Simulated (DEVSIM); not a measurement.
# abrupt Si p-n junction

System: abrupt Si p-n junction, at 300 K.

```tsv
layer (left to right)	material	thickness (μm)	Nd (cm⁻³)	Na (cm⁻³)	τn (s)	τp (s)
1	Si	71.0	-	5.3e16	1.9e-5	1.9e-5
2	Si	0.340	1.2e17	-	1.9e-5	1.9e-5
```

Left contact: ohmic. Right contact: ohmic. Voltage is applied to the left contact. Recombination: SRH at mid-gap. Mobility is constant in doping.

The device is made up for the run: typed textbook-type constants, with dimensions and the other settings drawn at random. Values at 300 K.

```
parameter           Si
-------------  -------
gap (eV)         1.124
affinity (eV)     4.05
permittivity      11.7
Nc (cm⁻³)      2.86e19
Nv (cm⁻³)       3.1e19
μn (cm²/Vs)       1417
μp (cm²/Vs)        470
```

DEVSIM, 1D drift-diffusion, Boltzmann statistics, complete ionisation; no tunnelling, impact ionisation, image-force lowering or self-heating.

```json
{
 "potential_step_across_the_device_at_zero_bias": "0.818 V",
 "largest_field_in_the_device_at_zero_bias": "93000 V/cm",
 "Dark forward voltage at 1 A/cm²": "0.610 V",
 "Dark forward voltage at 100 A/cm²": "0.871 V"
}
```

Small-signal capacitance in reverse bias (quasi-static):

```
V (V)  C (nF/cm²)
-----  ----------
-0.04        61.5
-0.1         59.3
-0.2         56.2
-0.3         53.5
-0.4         51.1
-0.6         47.3
-0.8         44.1
-1           41.6
-1.3         38.4
-1.6         35.9
-2           33.2
```

Dark forward current:

| V (V) | J (A/cm²) |
|---|---|
| 0.05 | 4.8e-10 |
| 0.10 | 3.4e-9 |
| 0.15 | 2.3e-8 |
| 0.20 | 1.5e-7 |
| 0.30 | 7.1e-6 |
| 0.35 | 4.9e-5 |
| 0.40 | 0.00033 |
| 0.45 | 0.0023 |
| 0.50 | 0.016 |
| 0.55 | 0.11 |
| 0.60 | 0.70 |
| 0.70 | 14 |
| 0.75 | 32 |
| 0.80 | 57 |
| 0.85 | 86 |
| 0.90 | 120 |
| 0.95 | 160 |
| 1.05 | 250 |
| 1.10 | 310 |
| 1.15 | 360 |
| 1.20 | 430 |
| 1.25 | 490 |
| 1.30 | 560 |
| 1.35 | 640 |
| 1.45 | 810 |
| 1.50 | 900 |
| 1.55 | 990 |
| 1.60 | 1100 |
